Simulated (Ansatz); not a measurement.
Consider a 32-atom cell of (Ru,Os) started in the hexagonal close-packed structure, site fractions Ru 0.125, Os 0.875, short-range order 0.00 among the nearest mixed sites of the first mixed sublattice (0 is random, a negative value favours unlike neighbours), space group P1 at the end. Its start:

```xyz
32
Lattice="1.3802 -7.1718 -4.3335 -1.3802 7.1713 -4.3327 6.8999 2.3905 4.3333" Properties=species:S:1:pos:R:3 pbc="T T T"
Os     1.3608    -0.7912    -3.2407
Os     0.0095     1.5892    -3.2622
Os     1.3886    -5.5742    -3.2391
Os     2.7469     6.3539    -3.2544
Os     2.7755     1.5936    -3.2537
Os     2.7679     1.6077     1.0871
Os     1.3864     3.9836    -3.2449
Os     2.7608    -3.2085    -3.2584
Os     0.0023     6.3804    -3.2596
Ru     6.8991    -0.7852     1.0794
Os     5.5230     1.6074     1.0835
Os     4.1420     3.9819    -3.2507
Ru     4.1376     3.9851     1.0818
Os     4.1423    -0.8019    -3.2440
Os     5.5098     6.3717     1.0927
Os     5.5093     1.6049    -3.2539
Os     2.7543    -1.6115    -1.1065
Os     1.3859     0.8043    -1.0814
Os     1.3932     0.7942    -5.4175
Os     4.1405     5.5790    -1.0846
Os     4.1464     0.7898    -1.0670
Os     4.1504     0.7873    -5.4341
Os     2.7692     3.1904    -1.0875
Ru     4.1410    -3.9830    -1.0756
Os     2.7460    -1.6005    -5.3955
Os    -0.0102     3.1958    -5.4056
Os     6.8942     0.7931     3.2610
Os     5.5130     3.1992    -1.0873
Ru     6.9055    -3.9770    -1.0802
Os     5.5226    -1.5981    -1.0755
Os     1.3670    -3.9922    -5.4271
Os     6.8971     0.8005    -1.0933
```

The numbers are results of PBE (plane waves to 420 eV, PAW; Ansatz, a program for electronic structure), not measurements. Scalar-relativistic, without spin–orbit coupling; the runs are not spin-polarised. Its k-point mesh 5×5×5, Fermi–Dirac width 0.05 eV.

### Question
Predict the alloy's volume and bond lengths.

### Answer
- volume per atom = 14.21 Å³
- Os–Os bonds (within 1.22 times the sum of covalent radii) = 2.719 Å on average, from 2.683 to 2.763 (147)
- Os–Ru bonds (within 1.22 times the sum of covalent radii) = 2.720 Å on average, from 2.683 to 2.757 (42)
- Ru–Ru bonds (within 1.22 times the sum of covalent radii) = 2.712 Å on average, from 2.693 to 2.746 (3)
